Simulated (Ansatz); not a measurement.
**BAs: energy against strain**

BAs (zinc blende, F-43m, 13.548 Å³/atom at rest, cube axes along x, y and z) under a strain ε along a cube axis (axis z), the other axes held. PBEsol in Ansatz, a plane-wave DFT program (PAW, default set), 420 eV, 12×12×12 Γ-centred mesh, Fermi-Dirac smearing 0.05 eV; ions are relaxed within the symmetry of each cell.

Here s stands for strain and y for E less E0.

```csv
strain (%),E less E0 (meV/atom)
-1.50,2.67
-1.00,1.18
-0.50,0.30
0.00,0.00
0.50,0.29
1.00,1.17
1.50,2.62
3.00,?
```

**Question.** Fit y against s with a parabola, and predict the withheld value at s = 3.00.

**Answer.** Least squares gives y = 0.000 - 0.0129·s + 1.1752·s². Residuals (row less fit): 0.006, -0.008, 0.000, 0.000, 0.003, 0.008, -0.005; standard error 0.007 (degrees of freedom: 4). Twice the quadratic coefficient over the volume, 2 × 1.1752 meV × 10⁴ × 0.1602 / 13.548 Å³, is the elastic constant C11 = 278 ± 0.7 GPa. At the withheld row, y = 0.000 - 0.0129 × 3.0 + 1.1752 × 3.0² = 10.538 meV/atom. The calculation gives 10.32 meV/atom, 0.218 meV/atom below the prediction (2.1 % of the range of y in the table). The row lies outside the fitted rows, so this is an extrapolation. From the scatter of the fitted rows alone, a prediction at this place has a standard error of 0.027 meV/atom, so the miss is 8.1 times that.

One order more, fitted to all 13 runs of the series, follows each within 0.01, so the miss is the next term of a smooth law. Rows are the converged runs of the series near zero and its far end; series whose fitted rows scatter by over a few per cent of the range, as at a crossing or softening among them, aren't shown in this form. Most that stay on the fit to the last digits aren't either.
